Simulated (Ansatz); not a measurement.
The starting structures come from a database of crystals and need not be the phases stable at ambient conditions.

The decay constant κ of evanescent states in the gap governs leakage through a thin film.

Given:

```xyz
4
Lattice="3.2521 0.0000 0.0000 -1.6260 2.8164 0.0000 0.0000 0.0000 5.2901" Properties=species:S:1:pos:R:3 pbc="T T T"
B      1.6260     0.9388     2.6472
B      0.0000     1.8776     0.0022
P      1.6260     0.9388     4.6266
P      0.0000     1.8776     1.9816
```

The cell is strained (lengths across the current scaled by 1.02, ions clamped); by r2SCAN it stands under a pressure of -5.7 GPa.

Transport runs along the normal of the first two printed cell vectors, the (001) (indices of the unstrained crystal) plane of the conventional cell.

The gap is the functional's own. No spin-orbit coupling. Mid-gap values are those at the computed energy nearest the middle.

Task: Estimate the band gap and the smallest decay constant κ at mid-gap that r2SCAN run with Ansatz (a first-principles code) returns for this system.

Result: Gap 1.27 eV on a 12×12×6 mesh; κ = 0.175 1/Å, at the zone centre.
